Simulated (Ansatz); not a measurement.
## PBE against r2SCAN: NiSi, pressure −1 GPa

Take NiSi (space group Pnma, No. 62; a = 5.1898 Å, b = 3.3503 Å, c = 5.6236 Å; non-magnetic) as the base.

(Cell as relaxed with PBE.)

Levels (all Ansatz, a quantum-chemistry and plane-wave program, PAW, earlier PAW set): PBE (420 eV, without spin-orbit coupling); r2SCAN (500 eV, no SOC).

Each level relaxes its own structure.

```tsv
base	PBE	r2SCAN
volume per atom	12.22 Å³	11.92 Å³
band gap	zero	zero
```

One thing is altered: a negative pressure, −1 GPa.

```json
[
 {"quantity": "shortest interatomic distance", "PBE": "2.291 Å", "r2SCAN": "?"},
 {"quantity": "band gap", "PBE": "zero", "r2SCAN": "?"}
]
```

### Question
What does r2SCAN give?

### Answer

- shortest interatomic distance, r2SCAN: 2.268 Å
- band gap, r2SCAN: zero

PBE's shortest interatomic distance lies 0.0225 Å above r2SCAN's (1.0 %); the two agree on the band gap. Neither level is exact; r2SCAN is the comparison here, not a measurement.

Load acts through the strain it causes; cell and atoms are relaxed under it. No phonon test of stability was made. Starting moments died away, wholly or in part, for the base; another magnetic solution may exist. All final runs are without spin polarisation.
